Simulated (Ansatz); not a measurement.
System: Ba2YHO3 (model structure, Immm, No. 71, 7 atoms in the cell). Method: r²SCAN+SOC (Ansatz, an electronic-structure program, PAW).

Run with plane-wave cutoff 560 eV, 12×12×12 k mesh, Fermi–Dirac smearing 0.01 eV, PAW data made under PBE.

Cell (relaxed with PBEsol):

Space group Immm (No. 71); a = 4.134 Å, b = 4.347 Å, c = 13.605 Å, α = 90.00°, β = 90.00°, γ = 90.00°

```
atom  site  symmetry       x       y       z
----  ----  --------  ------  ------  ------
Y       2a       mmm  0.0000  0.0000  0.0000
O       2d       mmm  0.0000  0.5000  0.0000
H       2b       mmm  0.5000  0.0000  0.0000
O       4i       mm2  0.0000  0.0000  0.1644
Ba      4i       mm2  0.0000  0.0000  0.3484
```
(The calculation used a cell of 7 atoms; values per cell refer to that cell.)

Task: What does this level give for the band gap and Γ–Γ gap?

Result: 
band gap: 3.56 eV (direct)
Γ–Γ gap: 3.75 eV

Note: the relaxation could raise the start's symmetry but not lower it, so the cell can be a saddle point; cell and atoms aren't relaxed at this level (pressure 2.4 GPa).

Computed values are for the static lattice.

The result took around 30 core-minutes (rough).

A model structure was made by putting elements into a prototype or built by hand; it is no filed structure, need not be a known phase, and can be a saddle point held by its symmetry.
